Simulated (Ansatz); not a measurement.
# KTaO3: electrons 5.0×10^21 cm⁻³

Start from KTaO$_{3}$ in the cubic perovskite structure (space group Pm-3m, No. 221; a = 3.990 Å).

It is then changed as follows: electron doping at 5.0×10^21 cm⁻³ (0.318 per cell), with a uniform compensating background at fixed cell and a 300 K Fermi–Dirac width.

All numbers come from plane-wave PAW DFT at the r2SCAN level (Ansatz, a quantum-chemistry and plane-wave program, 500 eV), no spin-orbit coupling. k-mesh 12×12×12 (Γ-centred); smearing 0.0259 eV (Fermi–Dirac).

- Gap between the host's bands: 2.90 eV (base 2.63 eV)
- Gap character: indirect, R → Γ (base indirect, R → Γ)
- Fermi level relative to the doped band's edge (positive inside the band; to 0.05 eV): +0.50 eV

Final structure:

```xyz
5
Lattice="3.9901 0.0000 0.0000 0.0000 3.9901 0.0000 0.0000 0.0000 3.9901" Properties=species:S:1:pos:R:3 pbc="T T T"
K      0.0000     0.0000     0.0000
Ta     1.9951     1.9951     1.9951
O      0.0000     1.9951     1.9951
O      1.9951     1.9951     0.0000
O      1.9951     0.0000     1.9951
```
Cell charge -0.317635.

Cost of the whole job for the changed cell (relaxation, final SCF and bands): very roughly 50 core-seconds.

Carriers are added with a uniform compensating background; total energy and stress of such cells depend on the potential's zero and are not compared; many-body gap narrowing is missing at this level. With Ta present, leaving out spin-orbit coupling can change the band edges. No phonon test of stability was made.
